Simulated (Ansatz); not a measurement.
**Predicting a run: rocksalt MgO (Fm-3m), hydrostatic pressure (both signs)**

Cell and atoms relaxed with r2SCAN to each stress σ (compression positive); gaps by r2SCAN, rigid bands (plane waves, PAW, scalar-relativistic; Ansatz, a program for electronic structure). Unloaded cell: a = 2.9730 Å, b = 2.9730 Å, c = 2.9730 Å, α = 60.00°, β = 60.00°, γ = 60.00°.

| σ (GPa) | ln(V/V₀) (%) | gap (eV) |
|---|---|---|
| 0 | 0 | 5.686 |
| -2.00 | 1.24 | 5.559 |
| 2.00 | -1.17 | 5.805 |
| 10.00 | -5.37 | 6.250 |

### Question
Fit E_g = 5.686 eV + aσ + bσ² and ε = cσ + dσ² to the loaded rows by least squares.

### Answer
a = 0.0617 eV/GPa, b = -5.30e-04 eV/GPa²; c = -0.603 %/GPa, d = 0.00664 %/GPa².

### Question
One run was withheld, at σ = 5.00 GPa. Predict its gap and its ln(V/V₀), then set them beside the run.

### Answer
E_g = 5.686 + (0.0617)(5.00) + (-5.30e-04)(5.00)² = 5.981 eV and ε = (-0.603)(5.00) + (0.00664)(5.00)² = -2.85 %. The run gave 5.978 eV and -2.83 %, misses of 0.003 eV and 0.02 percentage points.

Gaps are resolved to about 0.01 eV; third decimals are kept for the arithmetic. Spin-orbit coupling is left out. Every relaxation keeps the rocksalt phase (space group Fm-3m under this load), so a transition, a distortion that breaks the symmetry or fracture can't show.
